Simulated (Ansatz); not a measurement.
## Short convergence ladders for VBrO (Pmm2, 6 atoms in the cell)

```
CELL_PARAMETERS angstrom
      3.43849     0.00000     0.00000
      0.00000     3.78819     0.00000
      0.00000     0.00000     8.73140
ATOMIC_POSITIONS crystal
  V  0.50000 0.50000 0.40245
  V  0.00000 0.00000 0.60328
  Br 0.00000 0.50000 0.18404
  Br 0.50000 0.00000 0.81596
  O  0.50000 0.00000 0.46256
  O  0.00000 0.50000 0.53744
```
Moments meant for the start (each program seeds them in its own way; μB, in the order of the atoms V V Br Br O O): 2.0 2.0 0.0 0.0 0.0 0.0.

Base method: PBEsol+U, default PAW files made with PBE (plane waves; Ansatz, a program for electronic structure).

Base settings: basis.ecutwfc = 420 eV; kpoints.mp_grid.grid = 3 3 1; hamiltonian.xc = pbesol; hamiltonian.pseudopotentials = {kind: paw} (the program's default PAW files); hamiltonian.hubbard.sites = [{species: V, l: d, u_eff: 3.25}] eV; magnetization.spin_polarized = true; scf.occupations.method = fermi_dirac; scf.occupations.width = 0.01 eV.

**The plane-wave cutoff**

The second cell is the first with its lattice scaled by 0.98.

The mesh stays at the base's, so the ladder's end is converged at best in this setting alone.

The first pressure column holds Ansatz's estimate of the finite-basis (Pulay) stress, which hides part of the cutoff error; the other is without it.

Only quantities that move along the ladder and can be compared are tabulated; the gap is left out on so coarse a mesh.

The magnetic state is not the same in all runs (site moments differ, or a search went on to a lower state), so steps between rows are not convergence errors alone.

These are the values that this program gave, and no reference: magnets with a U can end in a higher state.

| basis.ecutwfc | free energy less the last step's (meV/atom) | energy of the compressed cell less the first (meV/atom) | pressure (GPa) | pressure without the Pulay estimate (GPa) | largest difference of a force vector from the last step's (eV/Å) |
|---|---|---|---|---|---|
| 145 eV | 20695.28 | 367.13 | 18.52 | -420.15 | 6.110 |
| 190 eV | 6201.34 | -99.06 | 2.33 | -179.84 | 1.292 |
| 230 eV | 2028.43 | -63.22 | -4.21 | -78.56 | 0.759 |
| 295 eV | 283.59 | 8.28 | -1.00 | -16.60 | 0.087 |
| 380 eV | 13.91 | 16.75 | -0.63 | -1.72 | 0.005 |
| 420 eV | 3.46 | 17.06 | -0.63 | -0.89 | 0.001 |
| 505 eV | 0.71 | 17.07 | -0.63 | -0.65 | 0.000 |
| 630 eV | 0.27 | 17.05 | -0.64 | -0.64 | 0.000 |
| 840 eV | 0.00 | 17.04 | -0.64 | -0.64 | 0.000 |

Coarsest basis.ecutwfc that holds the pressure within 0.05 GPa of the last step, with all finer ones: 380 eV; the step before is off by 0.36 GPa.

Coarsest basis.ecutwfc that holds the energy of the compressed cell less the first within 0.5 meV/atom of the last step, with all finer ones: 380 eV; the step before is off by 8.8 meV/atom.

Coarsest basis.ecutwfc that holds the pressure without the Pulay estimate within 0.2 GPa of the last step, with all finer ones: 505 eV; the step before is off by 0.25 GPa.

The energy difference between the two cells stays within 1 meV/atom of the last step's from 380 eV on, the total only from 505 eV on: much of the error is common to both cells and cancels.

At the lowest cutoff the pressure without the Pulay estimate lies 420 GPa under the last step's, the usual sign of Pulay stress in an incomplete plane-wave basis.

**The density cutoff**

The mesh stays at the base's, so the ladder's end is converged at best in this setting alone.

Only quantities that move along the ladder and can be compared are tabulated; the gap is left out on so coarse a mesh.

The magnetic state is not the same in all runs (site moments differ, or a search went on to a lower state), so steps between rows are not convergence errors alone.

These are the values that this program gave, and no reference: magnets with a U can end in a higher state.

```tsv
basis.ecutrho_ratio	free energy less the last step's (meV/atom)	pressure (GPa)
2	-2.19	-0.40
3	0.05	-0.63
4	0.00	-0.63
5	0.00	-0.63
6	0.00	-0.63
8	0.00	-0.63
10	0.00	-0.63
16	0.00	-0.63
```

Coarsest basis.ecutrho_ratio that holds the free energy within 0.5 meV/atom of the last step, with all finer ones: 3; the step before is off by 2.2 meV/atom.

Coarsest basis.ecutrho_ratio that holds the pressure within 0.2 GPa of the last step, with all finer ones: 3; the step before is off by 0.22 GPa.

On the base run: the starting cell comes from a database of computed structures (which also holds hypothetical and non-ambient phases and stackings), without a prior relaxation at this level. Its lattice was rescaled by up to half a per cent. One atom was moved a little off its site on purpose. The program's own search went on from the first solution to a lower state. The mesh is very coarse (it stands for a supercell whose shortest vector is 9 Å): a converged loop gives no converged values here.

Keys are those of Ansatz 0.2.
